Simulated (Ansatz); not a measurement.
We consider ZnSnN2 (Pna2₁, No. 33, 16 atoms in the cell; start mp-1029469), described by LDA (Ansatz, a quantum-chemistry and plane-wave program, PAW).

Input:

Ansatz 0.2 input:
```yaml
crystal:
  lattice:
    - [5.8332600493, 0.0, 0.0]
    - [0.0, 6.7123526969, 0.0]
    - [0.0, 0.0, 5.4660344999]
  atoms:
    - { symbol: Zn, position: [0.5829903382, 0.87493864, 0.9990534588] }
    - { symbol: Zn, position: [0.4170096618, 0.12506136, 0.4990534588] }
    - { symbol: Zn, position: [0.9170096618, 0.37493864, 0.4990534588] }
    - { symbol: Zn, position: [0.0829903382, 0.62506136, 0.9990534588] }
    - { symbol: Sn, position: [0.5884192942, 0.3751309246, 0.9993328966] }
    - { symbol: Sn, position: [0.4115807058, 0.6248690754, 0.4993328966] }
    - { symbol: Sn, position: [0.9115807058, 0.8751309246, 0.4993328966] }
    - { symbol: Sn, position: [0.0884192942, 0.1248690754, 0.9993328966] }
    - { symbol: N, position: [0.5834140772, 0.3731075617, 0.3794397384] }
    - { symbol: N, position: [0.4165859228, 0.6268924383, 0.8794397384] }
    - { symbol: N, position: [0.9165859228, 0.8731075617, 0.8794397384] }
    - { symbol: N, position: [0.0834140772, 0.1268924383, 0.3794397384] }
    - { symbol: N, position: [0.5788377908, 0.8769852643, 0.3721639062] }
    - { symbol: N, position: [0.4211622092, 0.1230147357, 0.8721639062] }
    - { symbol: N, position: [0.9211622092, 0.3769852643, 0.8721639062] }
    - { symbol: N, position: [0.0788377908, 0.6230147357, 0.3721639062] }
basis:
  ecutwfc: 520
  ecutrho_ratio: 4
  xc_grid: 2
kpoints:
  mp_grid: { grid: [6, 6, 6] }
  band_path:
    path:
      - [0.0, 0.0, 0.0]
      - [0.125, 0.0, 0.0]
      - [0.25, 0.0, 0.0]
      - [0.375, 0.0, 0.0]
      - [0.5, 0.0, 0.0]
      - [0.5, 0.125, 0.0]
      - [0.5, 0.25, 0.0]
      - [0.5, 0.375, 0.0]
      - [0.5, 0.5, 0.0]
      - [0.375, 0.5, 0.0]
      - [0.25, 0.5, 0.0]
      - [0.125, 0.5, 0.0]
      - [0.0, 0.5, 0.0]
      - [0.0, 0.375, 0.0]
      - [0.0, 0.25, 0.0]
      - [0.0, 0.125, 0.0]
      - [0.0, 0.0, 0.1]
      - [0.0, 0.0, 0.2]
      - [0.0, 0.0, 0.3]
      - [0.0, 0.0, 0.4]
      - [0.0, 0.0, 0.5]
      - [0.125, 0.0, 0.5]
      - [0.25, 0.0, 0.5]
      - [0.375, 0.0, 0.5]
      - [0.5, 0.0, 0.5]
      - [0.5, 0.125, 0.5]
      - [0.5, 0.25, 0.5]
      - [0.5, 0.375, 0.5]
      - [0.5, 0.5, 0.5]
      - [0.375, 0.5, 0.5]
      - [0.25, 0.5, 0.5]
      - [0.125, 0.5, 0.5]
      - [0.0, 0.5, 0.5]
      - [0.0, 0.375, 0.5]
      - [0.0, 0.25, 0.5]
      - [0.0, 0.125, 0.5]
      - [0.5, 0.0, 0.1]
      - [0.5, 0.0, 0.2]
      - [0.5, 0.0, 0.3]
      - [0.5, 0.0, 0.4]
      - [0.0, 0.5, 0.1]
      - [0.0, 0.5, 0.2]
      - [0.0, 0.5, 0.3]
      - [0.0, 0.5, 0.4]
      - [0.5, 0.5, 0.1]
      - [0.5, 0.5, 0.2]
      - [0.5, 0.5, 0.3]
      - [0.5, 0.5, 0.4]
    npoints: 1
hamiltonian:
  xc: lda
  dispersion: none
  pseudopotentials: { kind: paw }
scf:
  occupations: { method: fermi_dirac, width: 0.01 }
  convergence: { dr2_threshold: 0.0000000016 }
output:
  forces: true
  stress: true
  eigenvalues: true
  write_bands: true
```

Problem. How many irreducible k-points, plane waves at Γ does the program set up, and what pressure does the run end with?

Solution. 64 irreducible k-points, 5745 plane waves at Γ; P = -4.39 GPa, so the cell is stretched on average and its volume would shrink at this level.

Output (set-up and result lines):

```
Crystal: 16 atoms, lattice volume = 214.022 Å³
Basis set: ecut = 520 eV, 5745 PW (Γ), exchange–correlation on 90×100×90 points (8 copies of the dense FFT grid, shifted against one another)
Bands: 88, of which v1, the nominal top of the filled ones, is band 72 counted from 1 (71 counted from 0)
Symmetry: 4 space group operations
Space group: Pna21 (ITA 33), of the structure as read, at distance tolerance 6.0e-5 Å
k-points: 64 of 216 (time reversal used)
Functional: x = slater, c = lda
SCF iter   1: F=—  HF=-39495.161259 eV  |F-HF|=—  |Δ(HF+E_count)|=         —  Δρ=1.39e-2  dr2=4.10e-1
SCF iter   2: F=—  HF=-39495.064112 eV  |F-HF|=—  |Δ(HF+E_count)|=   9.71e-2  Δρ=5.56e-3  dr2=7.06e-2
  ...
SCF iter   8: F=—  HF=-39495.043251 eV  |F-HF|=—  |Δ(HF+E_count)|=   7.34e-9  Δρ=1.90e-6  dr2=8.42e-9
SCF iter   9: F=-39495.043251 eV  HF=-39495.043251 eV  |F-HF|=2.91e-11  |Δ(HF+E_count)|=  8.08e-10  Δρ=3.51e-7  dr2=2.03e-10
SCF 1 converged in 9 iterations: F = -39495.043251 eV  dr2 = 2.03e-10
SCF converged after 9 iterations
Free energy (F): -39495.043251 eV
Internal energy: -39495.043251 eV  (E = F + TS)
E sigma→0 (E₀):  -39495.043251 eV
Fermi energy:    9.673983 eV
--- Forces (eV/Å), atoms counted from 1 ---
  atom   1  Zn    -0.00829974    -0.00010419     0.00410967
  atom   2  Zn     0.00829974     0.00010419     0.00410967
  atom   3  Zn     0.00829974    -0.00010419     0.00410967
  atom   4  Zn    -0.00829974     0.00010419     0.00410967
  atom   5  Sn     0.00007962     0.00106906    -0.00159210
  atom   6  Sn    -0.00007962    -0.00106906    -0.00159210
  atom   7  Sn    -0.00007962     0.00106906    -0.00159210
  atom   8  Sn     0.00007962    -0.00106906    -0.00159210
  atom   9  N     -0.00587625     0.00296015    -0.00781514
  atom  10  N      0.00587625    -0.00296015    -0.00781514
  atom  11  N      0.00587625     0.00296015    -0.00781514
  atom  12  N     -0.00587625    -0.00296015    -0.00781514
  atom  13  N      0.00780679    -0.00231244     0.00529740
  atom  14  N     -0.00780679     0.00231244     0.00529740
  atom  15  N     -0.00780679    -0.00231244     0.00529740
  atom  16  N      0.00780679     0.00231244     0.00529740
--- Stress (GPa, compression-positive) ---
       -4.425329       0.000000       0.000000
        0.000000      -4.420967       0.000000
        0.000000       0.000000      -4.334073
  P = ⅓ Tr σ = -4.3935 GPa (-43.935 kbar)
```

The PAW data were made under PBE.

Note: cell and atoms aren't relaxed at this level (pressure -4.4 GPa).

A start named mp-… is a Materials Project structure, which need not be a measured phase.
